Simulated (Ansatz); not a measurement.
The starting structures come from a database of crystals and need not be the phases stable at ambient conditions.

Input:

```
Cs2SnF6
1.0
    8.04895     0.00000     0.00000
    0.64197     8.02331     0.00000
    3.11097     2.87199     2.66713
Cs Sn F
2 1 6
Cartesian
  5.27909   7.35045   1.85880
  6.52280   3.54485   0.80833
  0.00000   0.00000   0.00000
  2.44679   7.43546   0.58418
  9.35511   3.45983   2.08295
  3.79236   4.62805   2.03774
  8.00953   6.26725   0.62939
  8.24890   8.74225   1.79775
  3.55299   2.15305   0.86938
```

Space group of this cell: P-3m1. The cell is taken as given.

Transport runs along the normal of the first two printed cell vectors, the (111) plane of the conventional cell.

The gap is the functional's own, uncorrected, and κ follows it; spin-orbit coupling is left out. Mid-gap values are interpolated between the computed energies.

Task: Estimate the band gap and the smallest decay constant κ at mid-gap that r2SCAN run with Ansatz (a quantum-chemistry and plane-wave program) returns for this system.

Result: Gap 6.58 eV on a 12×12×12 mesh; κ = 0.494 1/Å, at the zone centre.
